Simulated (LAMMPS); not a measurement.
LAMMPS 22 Jul 2025, classical MD, EDIP (Si.edip): Si, 2744 atoms.

```yaml
task: MD, nve
potential: EDIP, Si.edip
copies_of_the_repeat_unit: 7×7×7
shape (slab and sphere leave vacuum in the box): bulk
steps: 2000
timestep: 1 fs
thermo: 50
newton: on (default)
atom_modify sort (bins of 2 Å where set): 1000 (default)
comm_style: brick (default)
box: 38.0 × 38.0 × 38.0 Å
start: generated diamond lattice, warmed in an untimed run
```

All runs start from one configuration, warmed at this fixed volume for 1000 steps under a thermostat at 300 K. The run at a skin of 2 Å has a mean temperature of 299 K and a mean pressure of 0.1 GPa.

One run each, on a shared machine, so no times are given.

With neigh_modify every 1 delay 0 check yes, skins of 0.1, 0.3, 0.5, 1, 1.5, 2, 3 Å were run. Further schedules:
- skin 0.3 Å, every 100 delay 0 check no
- skin 1 Å, every 100 delay 0 check no
- skin 1 Å, every 10 delay 0 check yes
- skin 0.3 Å, every 10 delay 0 check yes
- skin 2 Å, every 10 delay 0 check yes
- skin 0.3 Å, every 1 delay 10 check yes
- skin 1 Å, every 20 delay 0 check no

A schedule rebuilds too seldom if it shows a dangerous build, rebuilds less often than the check at every step does at that skin, or fails.

Problem. How often does the distance check rebuild the lists at each skin, and which schedules rebuild too seldom?

Solution. With the check at every step the rebuilds are 471 at 0.1 Å, 161 at 0.3 Å, 90 at 0.5 Å, 1 at 1 Å, 0 at 1.5 Å, 0 at 2 Å, 0 at 3 Å. Too seldom: skin 0.3 Å, every 100 delay 0 check no; skin 0.3 Å, every 10 delay 0 check yes; skin 0.3 Å, every 1 delay 10 check yes.

| setting | rebuilds | dangerous builds | list entries an atom | change of the total energy (meV/atom) |
|---|---|---|---|---|
| skin 0.1 Å, every 1 delay 0 check yes | 471 | — | 4.00 | +0.0027 |
| skin 0.3 Å, every 1 delay 0 check yes | 161 | — | 4.00 | +0.0027 |
| skin 0.5 Å, every 1 delay 0 check yes | 90 | — | 4.01 | +0.0027 |
| skin 1 Å, every 1 delay 0 check yes | 1 | — | 16.0 | +0.0027 |
| skin 1.5 Å, every 1 delay 0 check yes | 0 | — | 27.2 | +0.0027 |
| skin 2 Å, every 1 delay 0 check yes | 0 | — | 28.0 | +0.0027 |
| skin 3 Å, every 1 delay 0 check yes | 0 | — | 46.0 | +0.0027 |
| skin 0.3 Å, every 100 delay 0 check no | 20 | not counted | 4.00 | +0.0027 |
| skin 1 Å, every 100 delay 0 check no | 20 | not counted | 16.0 | +0.0027 |
| skin 1 Å, every 10 delay 0 check yes | 1 | 0 | 16.0 | +0.0027 |
| skin 0.3 Å, every 10 delay 0 check yes | 102 | 4 | 4.00 | +0.0027 |
| skin 2 Å, every 10 delay 0 check yes | 0 | 0 | 28.0 | +0.0027 |
| skin 0.3 Å, every 1 delay 10 check yes | 161 | 4 | 4.00 | +0.0027 |
| skin 1 Å, every 20 delay 0 check no | 100 | not counted | 16.0 | +0.0027 |

Where the energy changes as in the checked runs, the late rebuilds cost nothing that shows in this run. List entries are as LAMMPS prints them (Ave neighs/atom).
